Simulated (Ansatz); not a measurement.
Consider the following.

```
CELL_PARAMETERS angstrom
      2.96561     0.00000     0.00000
     -1.48280     2.56829     0.00000
      1.48280     0.85610     2.42141
ATOMIC_POSITIONS crystal
  Mg 0.00000 0.00000 0.00000
  O  0.00000 0.50000 0.50000
```

Space group of this cell: Fm-3m, rock salt. The cell is taken as given; by r2SCAN its mean pressure is 1.3 GPa.

Calculation: r2SCAN (plane waves, PAW; Ansatz, a quantum-chemistry and plane-wave program).

The current runs along the normal of the first two printed vectors; no spin-orbit coupling. Scaled by the factor s: both lengths across the current (ions clamped). Meshes 14×14×14 and 12×12 across the current in all rows.

```
s     mean pressure (GPa)  band gap (eV)
----  -------------------  -------------
0.98                  8.8              ?
1.00                  1.3           5.76
1.02                 -5.0           5.26
```

**Question.** Take the slope of the band gap against ln s from the two given rows, extrapolate to s = 0.98, and say what the run there gives.

**Answer.** Slope = (5.26 − 5.76) / ln 1.02 = -25.2 eV. The line gives 5.76 + (-25.2) × ln 0.98 = 6.27 eV. The run gives 6.12 eV, 0.15 eV under the line, 29 % of the predicted step.
